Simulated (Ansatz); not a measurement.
This concerns the energy of the reaction as written. Reaction: 8 C (graphite) + 1/2 O2 (gas) → cell A. Negative: the products are lower in energy.

Cell A: a layer of C (graphite, P6₃/mmc), 9 atoms, hexagonal cell of 4.93 Å (21.0 Å²), symmetry Cmm2 within 0.02 Å, 1.5 Å thick under 16 Å of vacuum, in-plane vectors held at the crystal's; planes from bottom to top: C8 | O, its two faces unlike (dipole correction applied); added, foreign or displaced atoms, above the top plane: O bound to 2 C at 1.46 Å; spin state with PBE: run without spin, k-point mesh 7×7×1.
```
CELL_PARAMETERS angstrom
      4.92998     0.00000     0.00000
     -2.46499     4.26949     0.00000
      0.00000     0.00000    17.04408
ATOMIC_POSITIONS crystal
  C  0.99349 0.99674 0.47631
  C  0.33985 0.16992 0.47631
  C  0.99931 0.49965 0.46452
  C  0.33403 0.66701 0.46452
  C  0.50507 0.99881 0.46338
  C  0.82826 0.16786 0.46338
  C  0.50507 0.50626 0.46338
  C  0.82826 0.66041 0.46338
  O  0.16667 0.08333 0.55045
```

Reference: C (graphite, P6₃/mmc), 16 atoms in the cell, the relaxed perfect crystal repeated, atoms not moved again, k-point mesh 7×7×4 on the run's own vectors.

Reference: an isolated O2 molecule (triplet) in a box of 11 × 11 × 13 Å.

Computed with Ansatz (plane waves, PAW), its default PAW set, cutoff 420 eV, 500 eV for r2SCAN. The structures are at rest with PBE+D3(BJ), within the held lattices; other levels are single points on them. HSE06 runs on coarser k-point meshes, mended by the PBE difference between the two meshes. Neutral cells; Fermi-Dirac smearing of at most 0.05 eV in the solids, energies taken to zero width. The lattices are those relaxed with PBE+D3(BJ), so at other levels the solids can be strained, which adds to the spread. A dispersion term (D3(BJ), or D4 for r2SCAN) was computed beside these levels and is taken off wherever the name lacks it. Static lattices, no vibrational contributions. No structure search was made; lower ones may exist. Values are for these cell sizes. Cell A has symmetry Cmm2 within 0.02 Å and got no random move, so less symmetric positions, which may lie lower, weren't tried.

Task: Give the value at the level PBE.

Result: 0.99 eV, for 8 C (graphite) + 1/2 O2 (gas) → cell A.

Task: What do the other levels give, and how wide is the spread?

Result: 
```json
[
 {"Level": "PBE+D3(BJ)", "value (eV)": "1.47", "less PBE": "0.48"},
 {"Level": "r2SCAN", "value (eV)": "1.27", "less PBE": "0.28"},
 {"Level": "r2SCAN+D4", "value (eV)": "1.55", "less PBE": "0.56"},
 {"Level": "HSE06", "value (eV)": "1.11", "less PBE": "0.12"}
]
```

The levels shown span 0.56 eV, from PBE (0.99) to r2SCAN+D4 (1.55).

Ansatz is a first-principles code.
